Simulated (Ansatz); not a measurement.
## Effect of Ge → Ni on hypothetical rock salt CrGe

The parent structure is CrGe in the rock salt structure (space group Fm-3m, No. 225; a = 5.016 Å; ferromagnetic; a hypothetical phase, not in the database extracts checked).

One thing is altered: Ni takes the place of Ge on all its sites, then cell and atoms are relaxed.

The values are results of PBE/PAW in Ansatz (a first-principles code), without spin-orbit coupling, earlier PAW set, not measurements. Γ-centred 17×17×17 mesh, Fermi–Dirac width 0.05 eV, for the changed cell.

The volume per atom falls by 2.06 Å³ (15.77 Å³ → 13.71 Å³) and the density grows by 0.14 g/cm³, from 6.56 g/cm³ to 6.70 g/cm³. The lattice parameter a drops by 0.2284 Å (5.016 Å → 4.787 Å) and the shortest interatomic distance drops by 0.114 Å to 2.394 Å. The band gap is still zero and the magnetic state remains ferromagnetic. The largest site moment goes up by 0.116 μB to 2.29 μB.

Cost of the whole job for the changed cell (relaxation, final SCF and bands): around 60 core-seconds (rough).

Other magnetic orders, which the real material may have, were not ruled out. Stability against distortions was not tested. As relaxed here, CrNi is a hypothetical phase, not in the database extracts checked.
